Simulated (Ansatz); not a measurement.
Cost and result by functional for the adsorption energy of CH3 on the 1x1 (111) surface of fcc Pt, one in a 2x2 cell, started at the site 'bridge Pt-Pt (span 2.8 Å)', in Ansatz (plane waves, PAW). Single points on the PBE structure, on one kind of machine; costs are rough ratios of the slab run's core time (references not counted) to the cheapest single point. r2SCAN's cost holds its higher cutoff (500 against 420 eV). Differences are taken against r2SCAN for comparison alone: no measured value is at hand, so the table doesn't rank accuracy.

Set-up: 20 atoms, 6.9 Å thick at the start under the adsorbate (thin: gaps and levels are the slab's own); mesh 6x6x1; 0.1 eV smearing; dipole correction on; 8 atoms held, the rest relaxed; no symmetry held; no spin, no spin-orbit, no U, no dispersion correction. At the end it is bonded to Pt. In PBE it is, or lies within 0.03 eV of, the lowest of the starts that converged. These notes are the PBE run's. Adsorption energies are against CH4(g) − ½ H2(g). A negative adsorption energy means that the adsorbate is more stable on the surface than in its reference.

```csv
functional,relative cost,adsorption energy (eV),less r2SCAN (eV)
RPBE,1,0.65,0.33
r2SCAN,2,0.31,0.00
PBE (the relaxed run's value),–,0.48,0.17
```

The values span 0.33 eV, while the single points' costs differ by a factor of roughly 2. Differences are of unrounded values.

Ansatz is a quantum-chemistry and plane-wave program.
